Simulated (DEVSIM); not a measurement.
Structure: Si p-n junction from an implanted or diffused profile, at 300 K.

```tsv
layer (left to right)	material	thickness (μm)	Nd (cm⁻³)	τn (s)	τp (s)
1	Si	78.0	4.4e16	7.4e-5	7.4e-5
```

Added acceptor profile: 1.9e18 cm⁻³ × exp(−(x − 0 μm)²/(2·(0.045 μm)²)). Left contact: ohmic. Right contact: ohmic. Voltage is applied to the left contact. Recombination: SRH at mid-gap, radiative. Gap narrowing is on: ΔEg = 6.92 meV × (l + √(l² + 0.5)), l = ln(N/1.3e17 cm⁻³), shared equally by both band edges. Mobility is μmin + (μ − μmin)/(1 + (N/Nref)^α).

Constants are typed, rounded textbook-type inputs, not results; the design itself was drawn at random and stands for no fabricated device. Values at 300 K.

```
parameter           Si
-------------  -------
gap (eV)         1.124
affinity (eV)     4.05
permittivity      11.7
Nc (cm⁻³)      2.86e19
Nv (cm⁻³)       3.1e19
μn (cm²/Vs)       1417
μp (cm²/Vs)        470
μn,min              52
μp,min              45
Nref,n          9.7e16
Nref,p          2.2e17
αn                0.68
αp                0.72
B (cm³/s)      4.7e-15
```

DEVSIM, 1D drift-diffusion, Boltzmann statistics, complete ionisation; no tunnelling, impact ionisation, image-force lowering or self-heating.

### Question
Tabulate band edges, carrier densities and field at 0.9 V on the left contact.

### Answer
Energies count from the Fermi level of the right contact; mesh points crowd at the junctions.

```csv
x (μm),Ec (eV),Ev (eV),n (cm⁻³),p (cm⁻³),field (V/cm)
0.000,0.113,-0.973,270,1.9e18,-300
0.02377,0.111,-0.977,4.1e14,1.6e18,-2400
0.05277,0.104,-0.991,1.0e15,9.0e17,-5500
0.08910,0.081,-1.029,3.1e15,2.1e17,-12000
0.1368,0.028,-1.094,2.5e16,1.7e16,-8400
0.1746,0.012,-1.110,4.7e16,9.1e15,-1600
0.2123,0.010,-1.113,5.1e16,8.2e15,-170
0.3192,0.010,-1.113,5.2e16,8.1e15,19
0.5372,0.010,-1.112,5.2e16,8.1e15,19
1.053,0.011,-1.111,5.2e16,8.1e15,19
2.188,0.013,-1.109,5.2e16,8.1e15,19
6.551,0.022,-1.101,5.2e16,8.1e15,19
14.67,0.037,-1.085,5.2e16,8.0e15,19
34.48,0.075,-1.047,5.2e16,7.6e15,19
63.37,0.134,-0.989,4.9e16,5.0e15,21
71.54,0.152,-0.971,4.7e16,2.9e15,23
75.27,0.161,-0.962,4.5e16,1.4e15,25
76.86,0.164,-0.958,4.5e16,6.5e14,25
77.64,0.166,-0.956,4.4e16,2.2e14,26
77.86,0.167,-0.955,4.4e16,8.4e13,26
77.95,0.167,-0.955,4.4e16,2.9e13,26
78.00,0.167,-0.955,4.4e16,2800,26
```
